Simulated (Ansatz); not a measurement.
The starting structures come from a database of crystals and need not be the phases stable at ambient conditions.

 Where the default PAW files enter, the runs use the earlier of Ansatz's two default sets.

Crystal: NaBH₄ (P4_2/nmc, not sure to be the ambient phase, 12 atoms a cell, 8.6 Å³ an atom); planes in its conventional cell.

Method: r2SCAN (plane waves, PAW; Ansatz, a program for electronic structure).

The gap is the functional's own. No spin-orbit coupling. Mid-gap values are interpolated on the energy grid.

```tsv
plane	area of the cell (Å²)	mid-gap κ (1/Å)	largest κ in the gap (1/Å)
(110)	34.6	0.50	0.50
(001)	18.0	(withheld)	(withheld)
(111)	38.9	(withheld)	(withheld)
(100)	24.4	(withheld)	(withheld)
```

### Question
The slowest decay depends on the direction. Supply the withheld values.

### Answer

- (001), mid-gap κ (1/Å): 0.53
- (001), largest κ in the gap (1/Å): 0.56
- (111), mid-gap κ (1/Å): 0.47
- (111), largest κ in the gap (1/Å): 0.49
- (100), mid-gap κ (1/Å): 0.41
- (100), largest κ in the gap (1/Å): 0.42
